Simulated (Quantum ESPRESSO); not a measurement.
Quantum ESPRESSO run on Ga2Pt (Fm-3m, 3 atoms in the cell): self-consistent single point.

Computed with PBEsol, spin-orbit coupling, PseudoDojo fully relativistic norm-conserving (PBESOL) pseudopotentials (plane waves; Quantum ESPRESSO).

```xyz
3
Lattice="0.0000 2.9679 2.9679 2.9679 0.0000 2.9679 2.9679 2.9679 0.0000" Properties=species:S:1:pos:R:3 pbc="T T T"
Ga     4.4519     4.4519     4.4519
Ga     1.4840     1.4840     1.4840
Pt     0.0000     0.0000     0.0000
```

Reference input (self-consistent single point, DFT, PBEsol, plane waves, PseudoDojo standard norm-conserving (PBESOL) pseudopotentials): ecutwfc = 85 Ry; occupations = smearing; smearing = gauss; degauss = 0.019992 Ry; potentials = {Ga: Ga.upf, Pt: Pt.upf}; K_POINTS = automatic 8 8 8 0 0 0; conv_thr = 1e-10 Ry; mixing_beta = 0.7. This run's input differs from it in these lines:

```diff
@@ -16,2 +16,4 @@
   degauss = 0.019992,
+  noncolin = .true.,
+  lspinorb = .true.,
 /
```

Its files differ too (potentials: PseudoDojo fully relativistic norm-conserving (PBESOL)).

Output (repeated stretches shortened):

```
     Self-consistent Calculation

     iteration #  1     ecut=    85.00 Ry     beta= 0.70

     Threshold (ethr) on eigenvalues was too large:
     Diagonalizing with lowered threshold

     total energy              =    -566.98574226 Ry
     estimated scf accuracy    <       0.12885286 Ry

     iteration #  2     ecut=    85.00 Ry     beta= 0.70

     total energy              =    -566.99075264 Ry
     estimated scf accuracy    <       0.21666353 Ry

     iteration #  3     ecut=    85.00 Ry     beta= 0.70

     total energy              =    -567.03718110 Ry
     estimated scf accuracy    <       0.00533581 Ry

   [... 6 blocks of this kind left out ...]

     iteration # 10     ecut=    85.00 Ry     beta= 0.70

     total energy              =    -567.03798615 Ry
     estimated scf accuracy    <          1.4E-10 Ry

     iteration # 11     ecut=    85.00 Ry     beta= 0.70
     End of self-consistent calculation

     the Fermi energy is    14.3246 ev

!    total energy              =    -567.03798615 Ry
     estimated scf accuracy    <          1.6E-13 Ry
     smearing contrib. (-TS)   =      -0.00375084 Ry
     internal energy E=F+TS    =    -567.03423530 Ry

     convergence has been achieved in  11 iterations

     Forces acting on atoms (cartesian axes, Ry/au):

     atom    1 type  1   force =     0.00000000    0.00000000    0.00000000
   [... zero for the other atoms too ...]

     Total force =     0.000000     Total SCF correction =     0.000000

          total   stress  (Ry/bohr**3)                   (kbar)     P=       -9.17
  -0.00006234   0.00000000   0.00000000           -9.17        0.00        0.00
   0.00000000  -0.00006234   0.00000000            0.00       -9.17        0.00
   0.00000000   0.00000000  -0.00006234            0.00        0.00       -9.17

   JOB DONE.
```

The run converged in 11 iterations. Against the reference run the pressure goes from -0.73 to -0.92 GPa. The full log also holds: “c_bands:  1 eigenvalues not converged”.

The starting cell comes from a database of computed structures (which also holds hypothetical and non-ambient phases and stackings), without a prior relaxation at this level.

Cost on one core of a shared machine: roughly 4 min.
